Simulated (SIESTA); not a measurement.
# Worked example: self-consistent single point of IrPd3 (I4/mmm, 4 atoms in the cell) in SIESTA

Computed with SIESTA with LDA PW92, numerical atomic orbitals DZP, PseudoDojo LDA standard norm-conserving potentials (rewritten from UPF to PSML).

The input file:

```
# files in the folder: Pd.psml Ir.psml (PseudoDojo LDA standard)
SystemName  IrPd3
SystemLabel siesta

NumberOfAtoms                4
NumberOfSpecies              2
%block ChemicalSpeciesLabel
  1 46 Pd
  2 77 Ir
%endblock ChemicalSpeciesLabel
LatticeConstant              1.0 Ang
%block LatticeVectors
    -1.969465000    1.969465000    3.892850000
     1.969465000   -1.969465000    3.892850000
     1.969465000    1.969465000   -3.892850000
%endblock LatticeVectors
AtomicCoordinatesFormat      ScaledCartesian
%block AtomicCoordinatesAndAtomicSpecies
    -0.000000000    1.969465000    1.946425000  1
     1.969465000    0.000000000    1.946425000  1
     0.000000000    0.000000000    3.892850000  1
     0.000000000    0.000000000    0.000000000  2
%endblock AtomicCoordinatesAndAtomicSpecies

XC.functional                LDA
XC.authors                   PW92
PAO.BasisSize                DZP
PAO.EnergyShift              0.01 Ry
MeshCutoff                   400 Ry
%block kgrid.MonkhorstPack
    8   0   0  0.0
    0   8   0  0.0
    0   0   8  0.0
%endblock kgrid.MonkhorstPack
OccupationFunction           MP
OccupationMPOrder            0
ElectronicTemperature        0.2 eV

MaxSCFIterations             150
SCF.Mixer.Method             Pulay
SCF.Mixer.Weight             0.25
SCF.Mixer.History            6
SCF.DM.Tolerance             1.0E-05
Diag.ParallelOverK           true
WriteForces                  true
```

Output, abridged:

```
reinit: Reading from file input.fdf

reinit: System Name: IrPd3
reinit: System Label: siesta

coor:   Atomic-coordinates input format  =     Cartesian coordinates
coor:                                          (in units of alat)

siesta: Atomic coordinates (Bohr) and species
siesta:     -0.00000   3.72175   3.67821  1        1
siesta:      3.72175   0.00000   3.67821  1        2
siesta:      0.00000   0.00000   7.35642  1        3
siesta:      0.00000   0.00000   0.00000  2        4

siesta: System type = bulk

initatomlists: Number of atoms, orbitals, and projectors:      4    76    86

siesta: ******************** Simulation parameters ****************************
redata: Spin configuration                          = none
redata: Time-Reversal Symmetry                      = T
redata: Number of Atomic Species                    =        2
redata: Mesh Cutoff                                 =   400.0000 Ry
redata: Net charge of the system                    =     0.0000 |e|
redata: Min. number of SCF Iter                     =        0
redata: Max. number of SCF Iter                     =      150
redata: SCF convergence failure will abort job
redata: SCF mix quantity                            = Hamiltonian
redata: Mix DM or H after convergence               =   F
redata: Recompute H after scf cycle                 =   F
redata: Mix DM in first SCF step                    =   T
redata: No kicks to SCF
redata: DM Mixing Weight for Kicks                  =     0.5000
redata: Require Harris convergence for SCF          =   F
redata: Harris energy tolerance for SCF             =     0.000100 eV
redata: Require DM convergence for SCF              =   T
redata: DM tolerance for SCF                        =     0.000010
redata: Require EDM convergence for SCF             =   F
redata: EDM tolerance for SCF                       =     0.001000 eV
redata: Require H convergence for SCF               =   T
redata: Hamiltonian tolerance for SCF               =     0.001000 eV
redata: Require (free) Energy convergence for SCF   =   F
redata: (free) Energy tolerance for SCF             =     0.000100 eV
redata: Using DFT-D3 dispersion                     =   F
redata: Using Saved Data (generic)                  =   F
redata: Method of Calculation                       = Diagonalization
redata: Electronic Temperature                      =  2320.9036 K
redata: Number of TDED substeps                     =        3
redata: Dynamics option                             = Single-point calculation
redata: Save all siesta data in one NC              =   F
redata: ***********************************************************************

%block SCF.Mixers
  Pulay
%endblock SCF.Mixers

%block SCF.Mixer.Pulay
  # Mixing method
  method pulay
  variant stable

  # Mixing options
  weight 0.2500
  weight.linear 0.2500
  history 6
%endblock SCF.Mixer.Pulay

DM_history_depth set to one: no extrapolation allowed by default for geometry relaxation
Size of DM history Fstack: 1
Total number of electrons:    71.000000
Total ionic charge:    71.000000

* ProcessorY, Blocksize:    1  64

* Orbital distribution balance (max,min):    76    76

k-point displ. along   1 input, could be:     0.00    0.50
k-point displ. along   2 input, could be:     0.00    0.50
k-point displ. along   3 input, could be:     0.00    0.50
 Kpoints in:          320 . Kpoints trimmed:          296

siesta: k-grid: Number of k-points = 296
siesta: k-points from Monkhorst-Pack grid
siesta: k-cutoff (effective) =    15.756 Ang
siesta: k-point supercell and displacements
siesta: k-grid:     8     0     0      0.000
siesta: k-grid:     0     8     0      0.000
siesta: k-grid:     0     0     8      0.000

diag: Algorithm                                     = D&C
diag: Parallel over k                               =   F
diag: Use parallel 2D distribution                  =   F
diag: Parallel block-size                           = 64
diag: Parallel distribution                         =     1 x     1
diag: Used triangular part                          = Lower
diag: Absolute tolerance                            =  0.100E-15
diag: Orthogonalization factor                      =  0.100E-05
diag: Memory factor                                 =  1.0000

superc: Internal auxiliary supercell:     7 x     7 x     7  =     343
superc: Number of atoms, orbitals, and projectors:   1372  26068  29498

                        Single-point calculation

superc: Internal auxiliary supercell:     7 x     7 x     7  =     343
superc: Number of atoms, orbitals, and projectors:   1372  26068  29498

outcell: Unit cell vectors (Ang):
       -1.969465    1.969465    3.892850
        1.969465   -1.969465    3.892850
        1.969465    1.969465   -3.892850

outcell: Cell vector modules (Ang)   :    4.786634    4.786634    4.786634
outcell: Cell angles (23,13,12) (deg):    131.4080    131.4080     71.1657
outcell: Cell volume (Ang**3)        :     60.3982
new_DM -- step:     1
Initializing Density Matrix...

Attempting to read DM from file... Failed...
DM filled with atomic data:

InitMesh: MESH = 50 x 50 x 40 = 100000
InitMesh: Mesh cutoff (required, used) =   400.000   416.812 Ry

stepf: Methfessel-Paxton step function
       Using Hermite-Gauss polynomials of order  0

        iscf     Eharris(eV)        E_KS(eV)     FreeEng(eV)     dDmax    Ef(eV) dHmax(eV)
   scf:    1   -13982.202881   -14089.902756   -14089.986024  1.301468 -2.093314 40.356670
   scf:    2   -13965.054913   -14102.360705   -14102.495799  1.614228 -3.498923 26.846552
   scf:    3   -14147.340090   -14140.312166   -14140.456704  1.033727 -4.130921  2.693416
   scf:    4   -14139.618247   -14140.419253   -14140.552476  0.124026 -4.392541  2.920585
   scf:    5   -14140.809987   -14140.728699   -14140.868338  0.039250 -4.494818  1.152217
   scf:    6   -14140.606547   -14140.731587   -14140.878480  0.032437 -4.527343  0.748907
   [... 2 lines left out ...]
   scf:    9   -14140.766248   -14140.766054   -14140.911518  0.000748 -4.515248  0.009971
   scf:   10   -14140.766078   -14140.766068   -14140.911523  0.000105 -4.515296  0.000785
   scf:   11   -14140.766056   -14140.766062   -14140.911523  0.000107 -4.515444  0.000250
   scf:   12   -14140.766061   -14140.766062   -14140.911523  0.000049 -4.515483  0.000091
   scf:   13   -14140.766061   -14140.766061   -14140.911523  0.000008 -4.515496  0.000060

SCF Convergence by DM+H criterion
max |DM_out - DM_in|         :     0.0000077161
max |H_out - H_in|      (eV) :     0.0000603525
SCF cycle converged after 13 iterations

Using DM_out to compute the final energy and forces

siesta: E_KS(eV) =           -14140.7661

siesta: E_KS - E_eggbox =    -14140.7661

siesta: Atomic forces (eV/Ang):
     1   -0.000107    0.000107    0.000000
     2    0.000107   -0.000107   -0.000000
     3    0.000000   -0.000000   -0.000000
     4    0.000000   -0.000000    0.000000
   Tot    0.000000   -0.000000    0.000000
   Max    0.000107
   Res    0.000062    sqrt( Sum f_i^2 / 3N )
   Max    0.000107    constrained

Stress tensor Voigt[x,y,z,yz,xz,xy] (kbar):      184.35      184.35      182.59       -0.08       -0.08        0.00
(Free)E + p*V (eV/cell)   -14147.8390
Target enthalpy (eV/cell)   -14140.9115

siesta: Program's energy decomposition (eV):
siesta: Ebs     =     -2322.952457
siesta: Eions   =     18995.577821
siesta: Ena     =      2224.791827
siesta: Ekin    =      4563.004908
siesta: Enl     =       231.743261
siesta: Eso     =         0.000000
siesta: Edftu   =         0.000000
siesta: DEna    =        81.784849
siesta: DUscf   =         2.545360
siesta: DUext   =         0.000000
siesta: Ex      =     -2067.050788
siesta: Ec      =      -182.007658
siesta: Exc     =     -2249.058446
siesta: Eharris =    -14140.766061
siesta: Etot    =    -14140.766061
siesta: FreeEng =    -14140.911523

siesta: Stress tensor (static) (eV/Ang**3):
siesta:     0.115062    0.000002   -0.000052
siesta:     0.000002    0.115062   -0.000052
siesta:    -0.000052   -0.000052    0.113963

siesta: Cell volume =         60.398228 Ang**3

siesta: Pressure (static):
siesta:                Solid            Molecule  Units
siesta:          -0.00124920         -0.00124922  Ry/Bohr**3
siesta:          -0.11469595         -0.11469828  eV/Ang**3
siesta:        -183.76317274       -183.76691199  kBar
```

The run converged in 13 iterations.

The starting cell comes from a database of computed structures (which also holds hypothetical and non-ambient phases and stackings), without a prior relaxation at this level. Spin polarisation is off. Values carry the incompleteness of an atom-centred basis. With a pressure of about -18 GPa the cell is away from its equilibrium volume at this level.

Cost on one core of a shared machine: roughly 50 s.
